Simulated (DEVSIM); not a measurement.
System: Al0.4Ga0.6As/GaAs p-n heterojunction, at 350 K.

```tsv
layer (left to right)	material	thickness (μm)	Nd (cm⁻³)	Na (cm⁻³)	τn (s)	τp (s)
1	Al0.4Ga0.6As	1.00	-	4.1e17	4e-10	4e-10
2	GaAs	0.160	2.2e15	-	4e-10	4e-10
```

Left contact: ohmic. Right contact: ohmic. Voltage is applied to the left contact. Recombination: SRH at mid-gap. Mobility is μmin + (μ − μmin)/(1 + (N/Nref)^α).

The device is made up for the run: typed textbook-type constants, with dimensions and the other settings drawn at random. Values at 300 K; Nc and Nv go as T^1.5, mobilities as T to minus their exponent, the gap by Varshni's rule with the affinity fixed.

| parameter | Al0.4Ga0.6As | GaAs |
|---|---|---|
| gap (eV) | 1.9228 | 1.424 |
| affinity (eV) | 3.754 | 4.07 |
| permittivity | 11.76 | 12.9 |
| Nc (cm⁻³) | 7.93e17 | 4.7e17 |
| Nv (cm⁻³) | 9e18 | 9e18 |
| μn (cm²/Vs) | 3220 | 8500 |
| μp (cm²/Vs) | 158 | 400 |
| μn,min | 500 | 500 |
| μp,min | 20 | 20 |
| Nref,n | 6e16 | 6e16 |
| Nref,p | 1.5e17 | 1.5e17 |
| αn | 0.39 | 0.39 |
| αp | 0.38 | 0.38 |
| T exponent of μn | 2.1 | 2.1 |
| T exponent of μp | 2.2 | 2.2 |
| Varshni α (eV/K) | 0.000541 | 0.000541 |
| Varshni β (K) | 204 | 204 |

DEVSIM, 1D drift-diffusion, Boltzmann statistics, complete ionisation; no tunnelling, impact ionisation, image-force lowering or self-heating. Band offsets follow the typed affinities; no thermionic-emission limit at abrupt steps, no polarisation charge.

Question: Tabulate band edges, carrier densities and field at 1.05 V on the left contact.

Answer: Energies count from the Fermi level of the right contact; mesh points crowd at the junctions.

```
x (μm)    Ec (eV)  Ev (eV)  n (cm⁻³)  p (cm⁻³)  field (V/cm)
--------  -------  -------  --------  --------  ------------
0.000       0.750   -1.150     < 1e2    4.1e17           250
0.004409    0.750   -1.150     41000    4.1e17           250
0.01356     0.750   -1.150    130000    4.1e17           250
0.03029     0.750   -1.149    280000    4.1e17           250
0.08066     0.752   -1.148    740000    4.1e17           250
0.1651      0.754   -1.146   1500000    4.1e17           250
0.3197      0.758   -1.142   2700000    4.1e17           250
0.6812      0.767   -1.133   5200000    4.1e17           250
0.8354      0.770   -1.129   6200000    4.1e17           250
0.9196      0.773   -1.127   6700000    4.1e17           240
0.9602      0.773   -1.127   7200000    4.0e17         -1100
0.9865      0.740   -1.160     2.2e7    1.3e17        -42000
0.9956      0.680   -1.219     1.6e8    1.7e16        -91000
1.000       0.319   -1.082    1.5e13    1.3e18       -110000
1.007       0.272   -1.129    7.2e13    2.8e17        -48000
1.017       0.237   -1.164    2.3e14    8.6e16        -26000
1.037       0.202   -1.199    7.3e14    2.6e16        -12000
1.073       0.176   -1.225    1.7e15    8.8e15         -4000
1.124       0.167   -1.234    2.3e15    2.8e15           -75
1.144       0.168   -1.233    2.3e15    1.3e15           470
1.153       0.168   -1.233    2.2e15    5.2e14           590
1.160       0.169   -1.232    2.2e15     < 1e2           610
```
